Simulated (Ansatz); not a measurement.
We consider LaTiO2N (I2₁2₁2₁, No. 24, 10 atoms in the cell; start mp-1222738), described by PBEsol (Ansatz, a first-principles code, PAW).

Numerical settings: plane-wave cutoff 520 eV, 8×8×8 k mesh, Fermi–Dirac smearing 0.01 eV, no spin polarisation, scalar-relativistic PAW data made under PBE.

Cell (relaxed with PBEsol):

Space group I2₁2₁2₁ (No. 24); a = 5.5759 Å, b = 5.6021 Å, c = 7.7207 Å, α = β = γ = 90.00°

| atom | site | symmetry | x | y | z |
|---|---|---|---|---|---|
| La | 4b | .2. | 0.2500 | 0.5077 | 0.0000 |
| Ti | 4a | 2.. | 0.2688 | 0.0000 | 0.2500 |
| N | 4c | ..2 | 0.0000 | 0.2500 | 0.7138 |
| O | 4b | .2. | 0.2500 | 0.0757 | 0.0000 |
| O | 4c | ..2 | 0.0000 | 0.2500 | 0.2964 |
(The calculation used a cell of 10 atoms; values per cell refer to that cell.)

### Question
Predict the band gap, smallest direct gap on the k points sampled and direct gap at Γ.

### Answer

* **band gap**: 1.29 eV
* **smallest direct gap on the k points sampled**: 1.36 eV
* **direct gap at Γ**: 1.40 eV

Spin–orbit coupling is not included.

Computed values are for the static lattice.

A start named mp-… is a Materials Project structure, which need not be a measured phase.
